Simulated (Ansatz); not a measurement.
CsGeBr3 (R3m, No. 160; cell taken from a computed entry) was calculated with G0W0@PBEsol (hard PAW, contour deformation, complete-basis limit; Ansatz, a quantum-chemistry and plane-wave program).

Run with largest k mesh 4×4×4 (not extrapolated in the mesh).

Cell (fixed, not relaxed at this level and not confirmed as the measured one):

Space group R3m, hexagonal axes (No. 160); a = 7.9386 Å, b = 7.9386 Å, c = 10.0049 Å, α = 90.00°, β = 90.00°, γ = 120.00°

```json
[
 {"atom": "Cs", "site": "3a", "symmetry": "3m", "x": "0.0000", "y": "0.0000", "z": "0.0013"},
 {"atom": "Ge", "site": "3a", "symmetry": "3m", "x": "0.0000", "y": "0.0000", "z": "0.4771"},
 {"atom": "Br", "site": "9b", "symmetry": ".m", "x": "0.0155", "y": "0.5077", "z": "0.0132"}
]
```
(The calculation used a cell of 5 atoms; values per cell refer to that cell.)

Task: What does this level give for the band gap?

Result: 
- band gap: 2.27 eV

Note: filled d or f shells below the valence bands can shift G0W0 gaps through exchange with them, which wasn't tested here; the gap holds a correction of +0.25 eV to the complete basis.

Spin–orbit coupling is not included.

The computed numbers hold no vibrational or temperature effects.
